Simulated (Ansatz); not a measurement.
Si vacancy + N on the C site in 4H silicon carbide (start: the Si(h) site; C(h) 1.90 Å away, along c; 96-site cell, 2×2×2 shifted sampling). All values below come from PBE, PAW (plane waves to 420 eV; Ansatz, a program for electronic structure). Total energies of the localised charge states, counted from that of charge 0, and their image corrections (point charge with alignment); the host's valence-band maximum lies at 9.362 eV on the cells' energy zero and its gap is 2.23 eV.

```
charge  moment (μB)  E − E(first) (eV)  correction (eV)
------  -----------  -----------------  ---------------
0               1.0              0.000            0.000
−1              2.0              9.805            0.432
−2              1.0             20.138            1.230
```

**Question.** Derive the transition levels above the valence-band maximum and say which of them are thermodynamic.

**Answer.** A level is the Fermi energy at which two charges have equal formation energy: ε(q/q′) = [E(q′) + corr(q′) − E(q) − corr(q)] / (q − q′) − E_VBM.
ε(0/−1) = [(9.805 + 0.432) − (0.000 + 0.000)] / 1 − 9.362 = 0.88 eV
ε(−1/−2) = [(20.138 + 1.230) − (9.805 + 0.432)] / 1 − 9.362 = 1.77 eV
Thermodynamic levels at least 0.1 eV inside the gap: (0/−1) at 0.88 eV; (−1/−2) at 1.77 eV. Corrections reach 1.23 eV, so the outer levels may be off by several tenths of an eV. Only the charges listed were compared. Charge +1 has its level within 0.1 eV of a band edge or past it. The geometries come from one start. Flagged in the runs: a host whose relaxation on this sampling wasn't shown to rest.
